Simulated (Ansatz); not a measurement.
System: hcp Tb. Method: PBEsol (Ansatz, a quantum-chemistry and plane-wave program, plane waves, PAW).

Numerical settings: plane-wave cutoff 520 eV, 18×18×10 k mesh (along the axes of the cell as run), Fermi–Dirac smearing 0.05 eV, spin-polarised with parallel moments, scalar-relativistic PAW data made under PBE.

Results at a series of volumes:

```
V (Å³/atom)  E − E_lowest (meV/atom)  P (GPa)
-----------  -----------------------  -------
27.731                          4.80    1.386
28.308                          1.15    0.656
28.886                          0.00   -0.009
29.464                          1.14   -0.615
30.041                          4.37   -1.164
```

What bulk modulus B0 and pressure derivative B′ does a third-order Birch–Murnaghan fit give?

V0 = 28.877 Å³/atom, B0 = 31.7 GPa, B′ = 3.7 (fit to the energies at full precision).

Shape and atoms are relaxed at each volume.

Measured, for comparison: bulk modulus 38.7 GPa (room temperature, not corrected to a static lattice; as tabulated in Wikipedia's data pages); equilibrium volume per atom 32.07 Å³/atom (room temperature, not corrected to a static lattice; as tabulated in Söderlind et al. (2014), doi:10.1088/0953-8984/26/41/416001). Computed (rounded) less measured: bulk modulus -18 %, equilibrium volume per atom -9.9 %.

Note: the 4f shell is treated without U or exact exchange, so its levels and filling can be wrong; the collinear magnetic order is the start's and need not be the measured one; the bulk modulus comes from volumes at which shape and atoms were relaxed.

Spin–orbit coupling is not included.

The computed numbers hold no vibrational or temperature effects.
